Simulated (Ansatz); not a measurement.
# Response to strain in TiAl

Take TiAl (space group P4/mmm, No. 123; a = 2.8129 Å, c = 4.0584 Å) as the base. Axes: x, y, z lie along a, b, c of the conventional cell.

Strains are applied to the cell and any free atomic positions relax; under biaxial strain the out-of-plane vector relaxes too; under stress the whole cell relaxes.

All numbers come from r2SCAN, PAW, 500 eV (Ansatz, a first-principles code; spin-orbit coupling left out).

Notes on the quantities. pressure: mean of the normal stresses, compression positive.

```json
[
 {"case": "base", "space group": "P4/mmm (No. 123)", "pressure": "0.0 GPa", "volume per atom": "16.06 Å³"},
 {"case": "biaxial strain −4.26 %, plane normal [001], relaxed out of plane", "space group": "P4/mmm (No. 123)", "pressure": "6.3 GPa", "volume per atom": "15.30 Å³"},
 {"case": "biaxial strain −3.22 %, plane normal [001], relaxed out of plane", "space group": "P4/mmm (No. 123)", "pressure": "4.6 GPa", "volume per atom": "15.49 Å³"},
 {"case": "biaxial strain −3.08 %, plane normal [001], relaxed out of plane", "space group": "P4/mmm (No. 123)", "pressure": "4.4 GPa", "volume per atom": "15.52 Å³"},
 {"case": "biaxial strain −1.83 %, plane normal [001], relaxed out of plane", "space group": "P4/mmm (No. 123)", "pressure": "2.6 GPa", "volume per atom": "15.73 Å³"},
 {"case": "biaxial strain −0.52 %, plane normal [001], relaxed out of plane", "space group": "P4/mmm (No. 123)", "pressure": "0.7 GPa", "volume per atom": "15.97 Å³"},
 {"case": "biaxial strain +1.05 %, plane normal [001], relaxed out of plane", "space group": "P4/mmm (No. 123)", "pressure": "?", "volume per atom": "?"},
 {"case": "isotropic strain +5.20 %", "space group": "P4/mmm (No. 123)", "pressure": "-13.7 GPa", "volume per atom": "18.69 Å³"},
 {"case": "uniaxial strain ε_yy = +3.58 %", "space group": "Pmmm (No. 47)", "pressure": "-3.9 GPa", "volume per atom": "16.63 Å³"},
 {"case": "uniaxial stress, 8 GPa tension along z", "space group": "P4/mmm (No. 123)", "pressure": "–", "volume per atom": "16.44 Å³"}
]
```

Task: Some entries are withheld; estimate them.

Result: 
- biaxial strain +1.05 %, plane normal [001], relaxed out of plane, pressure: -1.3 GPa
- biaxial strain +1.05 %, plane normal [001], relaxed out of plane, volume per atom: 16.23 Å³

Without a gap, meshes like the base's 16×16×12 leave anisotropic stresses uncertain by several tenths of a GPa, and small strain energies with them. Stability under load was not tested beyond the relaxation. The final runs are not spin-polarised.
